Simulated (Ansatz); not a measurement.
C (P6_3/mmc) under biaxial stress in the c plane (compression positive): band gap by r2SCAN, rigid bands (plane waves, PAW, scalar-relativistic; Ansatz, a first-principles code). The unloaded cell, whose axes the loads refer to:

```cif
data_C4
_chemical_formula_sum 'C4'
_space_group_name_H-M_alt 'P 1'
_space_group_IT_number 1
_cell_length_a 2.49882
_cell_length_b 2.49882
_cell_length_c 4.16086
_cell_angle_alpha 90.000
_cell_angle_beta 90.000
_cell_angle_gamma 120.000
loop_
_space_group_symop_operation_xyz
  'x, y, z'
loop_
_atom_site_label
_atom_site_type_symbol
_atom_site_fract_x
_atom_site_fract_y
_atom_site_fract_z
_atom_site_occupancy
C1 C 0.33333 0.66667 0.00030 1
C2 C 0.66667 0.33333 0.50030 1
C3 C 0.33333 0.66667 0.37470 1
C4 C 0.66667 0.33333 0.87470 1
```

```
biaxial stress in the c plane (compression positive) (GPa)  volume per atom (Å³)  band gap (eV)
----------------------------------------------------------  --------------------  -------------
-44                                                                         6.08          3.837
-33                                                                         5.95          3.781
-22                                                                         5.83              ?
-11                                                                         5.72          3.644
0                                                                           5.63          3.567
11                                                                          5.54          3.484
22                                                                          5.45          3.397
33                                                                          5.38          3.305
```

**Question.** Fit a straight line to band gap against the load over the rows given, and predict the row at -22 GPa.

**Answer.** The means are x̄ = -3.143 GPa and ȳ = 3.5736; Σ(x − x̄)(y − ȳ) = -32.94 and Σ(x − x̄)² = 4771, so the slope is -6.91 meV per GPa, and the rows given lie within 19 meV of the line. At -22 GPa the line gives 3.704 eV; the calculation gives 3.716 eV, 0.33 % from it.

Spin-orbit coupling is left out. Stresses and pressures are the targets of the relaxation. The structure type is held at every load. Geometry: cell and atoms relaxed with PBEsol.
